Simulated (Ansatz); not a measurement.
The starting structures come from a database of crystals and need not be the phases stable at ambient conditions.

Tunnelling through a barrier is set by its complex band structure: the current falls as exp(−2κd) with the smallest κ.

```
CELL_PARAMETERS angstrom
      4.45058     0.00000     0.00000
      0.00000     6.30440    -0.03771
      0.00000    -1.40874     4.01003
ATOMIC_POSITIONS crystal
  Pb 0.25000 0.74462 0.37231
  Pb 0.75000 0.25538 0.62769
  Se 0.25000 0.26678 0.13339
  Se 0.75000 0.73322 0.86661
```

Space group of this cell: Cmcm. The cell was relaxed by PBE-D3(BJ); by r2SCAN its mean pressure is 1.1 GPa.

Transport runs along the normal of the first two printed cell vectors.

No gap correction and no spin-orbit coupling; mid-gap values are interpolated between computed energies.

Q: Estimate the band gap and the smallest decay constant κ at mid-gap that Ansatz (a program for electronic structure) with r2SCAN returns for this system.

A: Gap 1.18 eV on a 8×8×8 mesh; κ = 0.107 1/Å, at (0.000, 0.167) of the in-plane reciprocal vectors. At the zone centre, at the nearest computed energy, the slowest state has κ = 0.21 1/Å.
